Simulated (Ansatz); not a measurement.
We consider cubic perovskite BaHfO3, described by r²SCAN+SOC (plane waves, PAW; Ansatz, a quantum-chemistry and plane-wave program).

Numerical settings: plane-wave cutoff 560 eV, 8×8×8 k mesh, Fermi–Dirac smearing 0.01 eV, PAW data made under PBE.

Pressure at four volumes; x = ln(V/14.562 Å³). One pressure is withheld.

```csv
V (Å³/atom),x,P (GPa)
13.689,-0.0618,12.12
14.562,0.0000,0.00
15.145,0.0393,-6.16
15.436,0.0583,?
```

Q: Pass a parabola P(x) through the three rows shown, estimate the bulk modulus and its pressure derivative near zero pressure, and predict the withheld pressure.

A: Slopes between the rows: (0.00 − (12.12))/(0.0000 − (-0.0618)) = -196.12 and (-6.16 − (0.00))/(0.0393 − (0.0000)) = -156.74 GPa. Their difference over the span 0.1011 is c = 39.38/0.1011 = 389.5 GPa, so P(x) = 12.12 + (-196.12)(x − (-0.0618)) + 389.5 (x − (-0.0618))(x − (0.0000)). At the middle row B = −dP/dx = −[-196.12 + 389.5 × 0.0618] = 172.0 GPa, and B′ = dB/dP = 2c/B = 4.5. At x = 0.0583 the parabola gives -8.71 GPa; the run gives -8.78 GPa. The Birch–Murnaghan fit to the energies at all volumes has B0 = 171 GPa and B′ = 4.3.

Note: the relaxation could not lower the start's symmetry, so the cell can be a saddle point above a distorted one.
